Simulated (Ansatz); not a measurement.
BaTiO3, pressure series

Take BaTiO$_{3}$ (space group P4mm, No. 99; a = 3.985 Å, c = 4.201 Å) as the base.

Cell and atoms are relaxed at each pressure.

Level of theory: Ansatz (a first-principles code), PBE, PAW, cutoff 420 eV, no SOC.

Computed cases, in order: pressure −1 GPa; 0 GPa (base); pressure 1.8 GPa; pressure 4.2 GPa; pressure 9 GPa; pressure 18 GPa; pressure 30 GPa; pressure 45 GPa; pressure 60 GPa.

Task: Between which two neighbouring cases does the gap turn between direct and indirect?

Result: Between pressure 18 GPa (1.97 eV, indirect, R → Γ) and pressure 30 GPa (2.01 eV, direct at Γ). The whole series: pressure −1 GPa: 1.84 eV, indirect, A → Γ; 0 GPa (base): 1.84 eV, indirect, A → Γ; pressure 1.8 GPa: 1.86 eV, indirect, A → Γ; pressure 4.2 GPa: 1.87 eV, indirect, A → Γ; pressure 9 GPa: 1.91 eV, indirect, A → Γ; pressure 18 GPa: 1.97 eV, indirect, R → Γ; pressure 30 GPa: 2.01 eV, direct at Γ; pressure 45 GPa: 2.02 eV, direct at Γ; pressure 60 GPa: 2.02 eV, direct at Γ.

Load acts through the strain it causes; cell and atoms are relaxed under it. Whether these cells are dynamically stable was not tested. Competing high-pressure phases were not computed. The final runs are not spin-polarised. Along this pressure series the structure jumps between pressure 9 GPa and pressure 18 GPa; cells beyond that are another form of it. k-point labels follow each cell's own Brillouin zone.
